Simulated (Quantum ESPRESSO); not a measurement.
Troubleshooting Quantum ESPRESSO: a failed run on MgTi (P-6m2, 8 atoms in the cell). The aim is a self-consistent single point with DFT, LDA (PW92), plane waves, PseudoDojo standard norm-conserving (LDA) pseudopotentials.

Cell that was meant: a = 6.2714 Å, b = 6.2714 Å, c = 4.9417 Å, α = 90.00°, β = 90.00°, γ = 120.00°.

Part of the input:

```fortran
ATOMIC_SPECIES
Mg    24.3050  Mg.upf
Ti    47.8670  Ti.upf
ATOMIC_POSITIONS {fractional}
Mg    0.0124200000    0.5062100000    0.0000000000
Mg    0.4937900000    0.9875800000    0.0000000000
Mg    0.4937900000    0.5062100000    0.0000000000
```

The program printed (abridged):

```
     This program is part of the open-source Quantum ESPRESSO suite
     for quantum simulation of materials; please cite

 %%%%%%%%%%%%%%%%%%%%%%%%%%%%%%%%%%%%%%%%%%%%%%%%%%%%%%%%%%%%%%%%%%%%%%%%%%%%%%
     Error in routine read_cards (1):
     unknown option for ATOMIC_POSITION: ATOMIC_POSITIONS {FRACTIONAL}
 %%%%%%%%%%%%%%%%%%%%%%%%%%%%%%%%%%%%%%%%%%%%%%%%%%%%%%%%%%%%%%%%%%%%%%%%%%%%%%

     stopping ...
```

From the messages shown, name the fault and mend the input.

The fault is a value that the program does not know. The key takes a closed list of words, and names differ between codes. To fix it, use one of the words that the key accepts. The program stopped before any SCF iteration.

The sound input it was made from differs as follows (other fixes are possible):
```diff
-ATOMIC_POSITIONS {fractional}
+ATOMIC_POSITIONS {crystal}
```

With that input, the run converged in 19 iterations: free energy E − TS -12909.5559 eV; Fermi level (on the code's own zero) 7.95 eV; pressure -8.44 GPa; largest force (vector length) 0.679 eV/Å (DFT, LDA (PW92), plane waves, PseudoDojo standard norm-conserving (LDA) pseudopotentials).

On the sound input: the starting cell comes from a database of computed structures (which also holds hypothetical and non-ambient phases and stackings), without a prior relaxation at this level. Its lattice was rescaled by a random factor within 2.5 % of one. Spin polarisation is off. With a pressure of about -8 GPa the cell is away from its equilibrium volume at this level.
